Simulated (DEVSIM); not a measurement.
Structure: abrupt Si n-p junction, at 400 K.

Layer 1 from the left is Si, thickness (μm) 2.60, Nd (cm⁻³) 8.6e17, τn (s) 2.2e-5, τp (s) 2.2e-5. Layer 2 from the left is Si, thickness (μm) 2.80, Na (cm⁻³) 1.8e17, τn (s) 2.2e-5, τp (s) 2.2e-5.

Left contact: ohmic. Right contact: ohmic. Voltage is applied to the left contact. Recombination: SRH at mid-gap. Gap narrowing is on: ΔEg = 6.92 meV × (l + √(l² + 0.5)), l = ln(N/1.3e17 cm⁻³), shared equally by both band edges. Mobility is μmin + (μ − μmin)/(1 + (N/Nref)^α).

This is a model device: material constants are rounded textbook-type values typed into the input, and sizes, dopings and lifetimes were drawn at random. Values at 300 K; Nc and Nv go as T^1.5, mobilities as T to minus their exponent, the gap by Varshni's rule with the affinity fixed.

Si: gap (eV) 1.124, affinity (eV) 4.05, permittivity 11.7, Nc (cm⁻³) 2.86e19, Nv (cm⁻³) 3.1e19, μn (cm²/Vs) 1417, μp (cm²/Vs) 470, μn,min 52, μp,min 45, Nref,n 9.7e16, Nref,p 2.2e17, αn 0.68, αp 0.72, T exponent of μn 2.3, T exponent of μp 2.2, Varshni α (eV/K) 0.000473, Varshni β (K) 636.

Model (solved in DEVSIM): 1D drift-diffusion, Boltzmann statistics, complete ionisation; no tunnelling, impact ionisation, image-force lowering or self-heating.

Q: What does the simulation give for the potential step across the device at zero bias, the dark forward voltage at 100 A/cm², the largest field in the device at zero bias?

A: potential step across the device at zero bias 0.751 V; dark forward voltage at 100 A/cm² 0.622 V; largest field in the device at zero bias 180000 V/cm.
